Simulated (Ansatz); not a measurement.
Base system: TeO$_{2}$ in the fluorite structure (space group Fm-3m, No. 225; a = 5.3234 Å; a hypothetical phase, not in the database extracts checked).

Perturbation: a negative pressure, −2 GPa.

Levels (all Ansatz, a quantum-chemistry and plane-wave program, PAW, earlier PAW set): PBEsol (420 eV, no spin-orbit coupling); r2SCAN (500 eV, without spin-orbit coupling); HSE06 (420 eV, scalar-relativistic without spin-orbit coupling); PBEsol+SOC (420 eV, noncollinear with spin-orbit coupling); HSE06+SOC (420 eV, noncollinear with spin-orbit coupling).

At the geometry relaxed with PBEsol, these levels gave the following band gaps, in shuffled order: (a) 0.69 eV, (b) 1.56 eV, (c) 1.62 eV, (d) 1.01 eV, (e) 0.74 eV.

Problem. Match each gap to its level.

Solution. (a) PBEsol+SOC; (b) HSE06+SOC; (c) HSE06; (d) r2SCAN; (e) PBEsol.

Single points use the geometry relaxed with PBEsol. The hybrid gap comes from the SCF mesh plus the semilocal run's edge points and a few special points and is an upper bound. Differences between runs with and without spin-orbit coupling are approximate. Spin-orbit coupling, missing from the scalar runs, can matter with Te. Load acts through the strain it causes; cell and atoms are relaxed under it. Stability against distortions was not tested.
